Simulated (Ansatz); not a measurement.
A calculation on A15 V₃Si (cubic form, which distorts at low temperature) returned lattice constant a 4.725 Å, bulk modulus 185 GPa.

For reference: lattice constant a 4.724 Å (measured, temperature not stated, no zero-point or thermal correction; as tabulated in Zeng et al. (2023), arXiv:2309.11055); bulk modulus 171 GPa (measured, 300 K, no zero-point or thermal correction, our sources range from 171 to 176; as tabulated in Lu and Klein (1997), arXiv:cond-mat/9704251).

Which level of theory produced these numbers?
A) PBEsol (Ansatz (a first-principles code))
B) BLYP (Ansatz)
C) PBEsol-D3(BJ) (Ansatz)
D) revPBE (Ansatz)

D, revPBE (Ansatz)

The others give: PBEsol 4.649 Å, 207 GPa; PBEsol-D3(BJ) 4.589 Å, 224 GPa; BLYP 4.755 Å, 173 GPa.

Unless a cell is named, each level is at its own relaxed cell (BLYP 13.44, PBEsol 12.56, PBEsol-D3(BJ) 12.08, revPBE 13.19 Å³/atom).

The crystal itself was run without spin with PBEsol, PBEsol-D3(BJ), BLYP, revPBE; a magnetic state was not tried in these runs.

Caveats: symmetry holds this phase in the static calculation, where it need not be a minimum (PBEsol, PBEsol-D3(BJ), BLYP, revPBE). Ansatz's density-functional and Hartree–Fock values are scalar-relativistic unless marked +SOC, with PAW data made under PBE.
